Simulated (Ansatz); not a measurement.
## What x(Si) = 0.333, 6 atoms, P-3m1 does to C

Consider C in the diamond structure (space group Fd-3m, No. 227; a = 3.572 Å).

The other end (x = 1) is Si in the diamond structure (space group Fd-3m, No. 227): 20.46 Å³/atom, gap 0.61 eV.

Perturbation: Si replaces 33.3 % of the C, ordered in a cell of 6 atoms (starting symmetry P-3m1) and fully relaxed.

Level of theory: PBE (Ansatz, an electronic-structure program; PAW; 420 eV plane waves; spin-orbit coupling left out), earlier PAW set. k-mesh 13×13×5 (Γ-centred); smearing 0.05 eV (Fermi–Dirac), for the changed cell.

The volume per atom goes up by 3.41 Å³, from 5.70 Å³ to 9.11 Å³ and the density falls by 0.336 g/cm³, from 3.50 g/cm³ to 3.17 g/cm³. The shortest interatomic distance grows by 0.055 Å to 1.602 Å and the band gap falls by 2.68 eV, from 4.13 eV to 1.45 eV. The gap character (in this cell's own zone, which can be folded) comes out as indirect, Γ → k = (0, 0.308, -0.400) in the run's primitive reciprocal basis and the valence-band top at Γ (three highest levels, from the VBM) goes from 0.00, 0.00, 0.00 eV to 0.00, 0.00, -0.75 eV. The mixing energy amounts to +0.355 eV/atom and the deviation of the volume from the linear (Vegard-type) interpolation is -14.2 %. The bowing parameter b of this ordering, from Eg = [1−x] Eg[0] + x Eg[1] − b x [1−x], comes out as 6.8 eV.

Final structure:

```
CELL_PARAMETERS angstrom
      2.94764     0.00000     0.00000
     -1.47382     2.55273     0.00000
      0.00000     0.00000     7.26347
ATOMIC_POSITIONS crystal
  Si 0.66667 0.33333 0.70390
  C  0.00000 0.00000 0.38972
  C  0.33333 0.66667 0.03473
  C  0.00000 0.00000 0.61028
  Si 0.33333 0.66667 0.29610
  C  0.66667 0.33333 0.96527
```

These are small ordered cells, not random alloys; other orderings at the same x differ. No phonon test of stability was made. Labels are those of the standard path for the cell's own space group.
